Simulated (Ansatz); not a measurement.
# Convergence study of the k-point mesh at a smearing width of 0.05 eV for Ta (Im-3m, 1 atom in the cell)

```xyz
1
Lattice="-1.6583 1.6583 1.6583 1.6583 -1.6583 1.6583 1.6583 1.6583 -1.6583" Properties=species:S:1:pos:R:3 pbc="T T T"
Ta     0.0000     0.0000     0.0000
```

Method: PBE, PAW files (plane waves; Ansatz, a program for electronic structure).

Base settings: basis.ecutwfc = 420 eV; kpoints.mp_grid.grid = 14 14 14; hamiltonian.xc = pbe; hamiltonian.pseudopotentials = {kind: paw} (the program's default PAW files); scf.occupations.method = gaussian; scf.occupations.width = 0.1 eV.

In this ladder: scf.occupations.width = 0.05 eV.

The second cell is the first with its lattice scaled by 0.98.

Only quantities that move along the ladder and can be compared are tabulated.

The count of work is k-points × plane waves × bands × iterations; it is no time. 

The starting cell has typed, rounded lattice constants, without a prior relaxation at this level. Its lattice was rescaled by up to half a per cent. Spin polarisation is off. Ansatz's pressure includes its estimate of the finite-basis (Pulay) stress.

Steps (kpoints.mp_grid.grid): 5 5 5; 6 6 6; 7 7 7; 9 9 9; 10 10 10; 13 13 13; 15 15 15; 18 18 18; 22 22 22; 27 27 27; 33 33 33.

### Question
What is the coarsest kpoints.mp_grid.grid that holds the free energy within 2 meV/atom of the last step, with all finer ones?

### Answer
10 10 10, at 0.049 of the last step's count of work; the step before is off by 21 meV/atom.

### Question
What is the coarsest kpoints.mp_grid.grid that holds the pressure within 0.2 GPa of the last step, with all finer ones?

### Answer
18 18 18, at 0.20 of the last step's count of work; the step before is off by 0.34 GPa.

### Question
What is the coarsest kpoints.mp_grid.grid that holds the energy of the compressed cell less the first within 1 meV/atom of the last step, with all finer ones?

### Answer
22 22 22, at 0.34 of the last step's count of work; the step before is off by 1.1 meV/atom.

```tsv
kpoints.mp_grid.grid	free energy less the last step's (meV/atom)	energy of the compressed cell less the first (meV/atom)	pressure (GPa)	count of work / last
5 5 5	71.92	68.12	3.98	0.010
6 6 6	80.86	62.84	3.45	0.017
7 7 7	-28.55	53.33	1.02	0.021
9 9 9	21.28	42.20	0.88	0.036
10 10 10	-0.33	59.33	2.15	0.049
13 13 13	0.29	51.66	1.27	0.087
15 15 15	1.42	43.75	0.17	0.12
18 18 18	-0.58	45.09	0.46	0.20
22 22 22	0.86	45.99	0.60	0.34
27 27 27	-0.85	46.23	0.44	0.58
33 33 33	0.00	46.20	0.51	1.0
```

Keys are those of Ansatz 0.2.
